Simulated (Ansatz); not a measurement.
## fcc Cu: the defect Cu vacancy + H interstitial + H interstitial

These are PBE, PAW (plane waves to 420 eV; Ansatz, an electronic-structure program) values and carry that method's errors. Details: 32-site cell; 6×6×6 shifted k-points; start: the Cu site; off centre in the vacancy; off centre in the vacancy; no Hubbard U; energies good to tenths of an eV; the relaxation kept the symmetry of the starting site; relaxed from one start, so a lower configuration may exist.

Neighbours after relaxation, in Å: of the emptied site: H 1.75, H 1.75; of the H atom: Cu 1.83, Cu 1.83, Cu 1.83, Cu 1.83, Cu 1.88; of the H atom: Cu 1.83, Cu 1.83, Cu 1.83, Cu 1.83, Cu 1.88.

Formation energies E_f are those of the neutral cell. Chemical conditions: host crystal and elements as references (Δμ(Cu) = 0.00 eV, Δμ(H) = 0.00 eV; H taken from its element, since no compound that bounds it was computed at this level; only phases computed here count, gases as isolated molecules at 0 K). Reference phases: Cu: fcc Cu, H: H2 molecule in a box.

```
charge         moment (μB)  point group  largest move off a lattice site (Å)  E_f, host crystal and elements as references (eV)
------  ------------------  -----------  -----------------------------------  -------------------------------------------------
0       not spin-polarised          D4h                                 0.03                                               1.50
```

Point groups are those of the whole cell at tolerances of 0.03 and 0.1 Å ("near" where only the looser one holds); none is given for unsettled states.
